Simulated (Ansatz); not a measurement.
**Response to strain in GaSb**

Base system: GaSb in the zinc blende structure (space group F-43m, No. 216).

```xyz
2
Lattice="0.0000 3.0662 3.0662 3.0662 0.0000 3.0662 3.0662 3.0662 0.0000" Properties=species:S:1:pos:R:3 pbc="T T T"
Ga     0.0000     0.0000     0.0000
Sb     1.5331     1.5331     1.5331
```

Strains are applied to the cell and any free atomic positions relax.

Computed with Ansatz (an electronic-structure program) r2SCAN, without spin-orbit coupling.

Notes on the quantities. energy relative to the base: free energy F.

```tsv
isotropic strain (%)	energy relative to the base (meV/atom)
0	0.0
0.5	1.0
1	4.1
2	15.9
2.5	?
3	34.5
```

Task: Fit ΔE = Aε² + Bε³ (ε in %) to the rows shown and predict the withheld row.

Result: Least squares on the printed values gives A = 4.25 and B = -0.14 meV/atom (largest residual 0.0 meV/atom); this predicts 24.4 meV/atom, and the run gives 24.4 meV/atom, in agreement.

Stability against distortions was not tested. The final runs are not spin-polarised.
